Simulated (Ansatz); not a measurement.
Reference: ZnSe (F-43m), PBEsol, rigid bands (plane waves, PAW, scalar-relativistic; Ansatz, an electronic-structure program); geometry: cell and atoms relaxed with PBEsol.

```yaml
crystal:
  lattice:
    - [0.00000, 2.81672, 2.81672]
    - [2.81672, 0.00000, 2.81672]
    - [2.81672, 2.81672, 0.00000]
  atoms:
    - { symbol: Zn, position: [0.00000, 0.00000, 0.00000] }
    - { symbol: Se, position: [0.75000, 0.75000, 0.75000] }
```

band gap: 1.24 eV
electron conductivity mass: 0.102 mₑ
Seebeck coefficient, n-type 1e19 cm⁻³: -65 μV/K

Problem. Replace Se by S on the same sites and relax. What happens?

Solution. ZnS (F-43m): volume per atom 22.3 to 19.2 Å³; band gap rises (1.24 eV to 2.08 eV); electron conductivity mass rises (0.102 mₑ to 0.179 mₑ); Seebeck coefficient, n-type 1e19 cm⁻³ rises in size (-65 μV/K to -104 μV/K).

Moves up to 5 % count as about the same. Masses are for dilute carriers at 300 K, harmonic means over directions unless an axis is named. Seebeck coefficients are for the stated density at 300 K, with one relaxation time for all states and whether or not that doping can be reached. Spin-orbit coupling is left out.
